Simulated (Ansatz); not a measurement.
For PdGe2 (model structure, started from the Al2Cu type, I4/mcm, No. 140, 6 atoms in the cell), PBE (PAW; Ansatz, a program for electronic structure) gives:

```
Property                                 Value
------------------------------  --------------
equilibrium lattice constant a         6.121 Å
c axis length                          5.549 Å
formation enthalpy              -0.175 eV/atom
```

### Question
What does PBE-D3(BJ) (plane waves, PAW; Ansatz) give for the same quantities?

### Answer

- lattice constant a: 6.037 Å (drops by 1.4 %)
- lattice parameter c: 5.477 Å (shrinks by 1.3 %)
- formation enthalpy: -0.214 eV/atom (moves by -0.039 eV/atom)

Changes are worked out from the printed values.

Unless a cell is named, each level is at its own relaxed cell (PBE 17.32, PBE-D3(BJ) 16.63 Å³/atom).

Ansatz's density-functional and Hartree–Fock values are scalar-relativistic unless marked +SOC, with PAW data made under PBE.

A model structure was made by putting elements into a prototype or built by hand; it is no filed structure, need not be a known phase, and can be a saddle point held by its symmetry.
